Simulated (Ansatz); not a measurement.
Start from Ga₂O₃ in the corundum structure (space group R-3c, No. 167; a = 5.058 Å, c = 13.623 Å (hexagonal axes)).

Level of theory: PBE/PAW in Ansatz (a first-principles code), no spin-orbit coupling.

One change was made to it. Results:

```
quantity                   base           after
---------------  --------------  --------------
electron mass    0.21 mₑ (at Γ)  0.23 mₑ (at Γ)
band gap                2.40 eV         2.83 eV
volume per atom        10.06 Å³         9.65 Å³
```

Task: What was done to the base?
A) pressure 9 GPa
B) pressure 2.1 GPa
C) pressure 22.5 GPa

Result: A, pressure 9 GPa. For comparison, the band gap in the other runs: pressure 2.1 GPa gives 2.51 eV; pressure 22.5 GPa gives 3.37 eV.

Load acts through the strain it causes; cell and atoms are relaxed under it. Masses are band curvatures over ±0.01 Å⁻¹ around the edge. Stability against distortions was not tested. No other phases were tried under pressure.
